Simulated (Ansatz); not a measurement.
Take TeO$_{2}$ (space group P4_32_12, No. 96; a = 4.837 Å, c = 7.469 Å; a cell from a computed database, its experimental status unchecked) as the base. Axes: x, y, z lie along a, b, c of the conventional cell.

Computed with plane-wave PAW DFT at the PBEsol level (Ansatz, a quantum-chemistry and plane-wave program, 420 eV), spin-orbit coupling left out, earlier PAW set.

Before the change:

The volume per atom is 14.56 Å³.

Now apply this change: biaxial strain −2.34 %, plane normal [001], relaxed out of plane (Cartesian); in-plane vectors clamped, the third vector and the atoms free.

Question: How does this affect the in-plane stress and volume per atom?

Answer: The mean in-plane stress (compression positive) is +2.5 GPa; the volume per atom decreases by 0.54 Å³, from 14.56 Å³ to 14.02 Å³.

Whether these cells are dynamically stable was not tested.
